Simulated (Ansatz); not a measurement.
Worked example: self-consistent single point of ZrGa₃ (I4/mmm, 4 atoms in the cell) in Ansatz (a program for electronic structure).

Level of theory: LDA (PW92), default PAW files made with PBE (plane waves; Ansatz).

```yaml
crystal:
  lattice:
    - [-1.92112, 1.92112, 4.49889]
    - [1.92112, -1.92112, 4.49889]
    - [1.92112, 1.92112, -4.49889]
  atoms:
    - { symbol: Zr, position: [0.00000, 0.00000, 0.00000] }
    - { symbol: Ga, position: [0.25000, 0.75000, 0.50000] }
    - { symbol: Ga, position: [0.75000, 0.25000, 0.50000] }
    - { symbol: Ga, position: [0.50000, 0.50000, 0.00000] }
```

Reference input (self-consistent single point, DFT, LDA (PW92), plane waves, default PAW files made with PBE): basis.ecutwfc = 420 eV; kpoints.mp_grid.grid = 14 14 14; hamiltonian.xc = lda; hamiltonian.pseudopotentials = {kind: paw} (the program's default PAW files); scf.occupations.method = cold; scf.occupations.width = 0.1 eV. This run's input differs from it in these lines:

Ansatz 0.2 input:
```diff
@@ -11,3 +11,3 @@
 basis:
-  ecutwfc: 420.0
+  ecutwfc: 170.0
 kpoints:
```

Output, abridged:

```
SCF iter   1: F=—  HF=-15156.446648 eV  |F-HF|=—  |Δ(HF+E_count)|=         —  Δρ=1.61e-1  dr2=7.22e0  ethr=1.77e-3  ⟨swp⟩=5.2  Hψ=26863  notcnv=0
all-band conjugate gradients solve this SCF's bands
preconditioner: auto → Kerker (q_TF=auto, 2.611 Å⁻¹)
SCF iter   2: F=—  HF=-15136.638186 eV  |F-HF|=—  |Δ(HF+E_count)|=    1.98e1  S|Δr|=    0.00e0  Δρ=3.68e-2  dr2=8.01e-1  ethr=1.77e-3  ⟨swp⟩=3.0  Hψ=19591  notcnv=0  defer=278
   [... lines left out ...]
SCF iter   6: F=—  HF=-15135.066559 eV  |F-HF|=—  |Δ(HF+E_count)|=   3.77e-5  S|Δr|=    0.00e0  Δρ=1.73e-4  dr2=2.22e-5  ethr=8.52e-7  ⟨swp⟩=2.1  Hψ=9737  notcnv=0  defer=278
SCF iter   7: F=—  HF=-15135.066554 eV  |F-HF|=—  |Δ(HF+E_count)|=   4.39e-6  S|Δr|=    0.00e0  Δρ=4.31e-5  dr2=1.10e-6  ethr=4.35e-8  ⟨swp⟩=2.0  Hψ=8896  notcnv=0  defer=278
SCF iter   8: F=-15135.066554 eV  HF=-15135.066554 eV  |F-HF|=2.96e-8  |Δ(HF+E_count)|=   5.75e-8  S|Δr|=    0.00e0  Δρ=1.02e-5  dr2=6.96e-8  ethr=1.96e-10  ⟨swp⟩=7.8  Hψ=27143  notcnv=0
SCF 1 converged in 8 iterations: F = -15135.066554 eV  dr2 = 6.96e-8
Stability not checked (fill_not_monotonic)
Free energy (F): -15135.066554 eV
Internal energy: -15135.068461 eV  (E = F + TS)
E sigma→0 (E₀):  -15135.067190 eV
Entropy (-TS):   0.001907 eV (0.477 meV/atom)
Fermi energy:    12.765348 eV
--- Forces (eV/Å), atoms counted from 1 ---
  atom   1  Zr     0.00000000     0.00000000     0.00000000
   [... zero for the other atoms too ...]
--- Stress (GPa, compression-positive) ---
       -4.858296      -0.000000       0.000000
       -0.000000      -4.858296      -0.000000
       -0.000000      -0.000000       1.707416
  P = ⅓ Tr σ = -2.6697 GPa (-26.697 kbar)
  The stress holds the Pulay correction. Without it, at fixed plane waves, as pw.x and ABINIT print it: P = -538.9141 GPa
```

The run converged in 8 iterations. Against the reference run the free energy rises by 16.4 eV/atom and the pressure goes from -1.63 to -2.67 GPa.

The starting cell comes from a database of computed structures (which also holds hypothetical and non-ambient phases and stackings), without a prior relaxation at this level. Its lattice was rescaled by a random factor within 2.5 % of one. Ansatz's pressure includes its estimate of the finite-basis (Pulay) stress. Without the estimate this run gives -538.91 GPa. The cutoff lies below the one recommended for these files.
